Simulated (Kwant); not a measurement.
Device: π system C=C1C=CC=C1 between two chain leads. The π system is taken as planar. Atoms are numbered from 0 in the order of the SMILES. Site energies (eV, carbon 0): [0.0, 0.0, 0.0, 0.0, 0.0, 0.0]. Bonds (i, j, β in eV): (0,1,-2.4) (1,2,-2.4) (2,3,-2.4) (3,4,-2.4) (4,5,-2.4) (5,1,-2.4). Leads: chains of hopping −3.6 eV, joined by −1.2 eV to atoms 0 and 2.

Site energies and bond integrals are typed Hückel values.

Kwant, Hückel tight-binding model, one pz orbital an atom, one spin, coherent transport at 0 K. Conductance is in e²/h.

Sweep values stay those of the base run.

Base results: mean G (e²/h) over the sweep 0.073; transmission at E = 0 0.095.

Problem. What follows from this one change: contacts moved from atoms [0, 2] to [2, 4]?

Solution. mean G over the sweep 0.073 → 0.11 e²/h; transmission at E = 0 0.095 → < 1e-12.

Problem. What follows from this one change: contacts moved from atoms [0, 2] to [3, 4]?

Solution. mean G over the sweep 0.073 → 0.17 e²/h; transmission at E = 0 0.095 → < 1e-12.
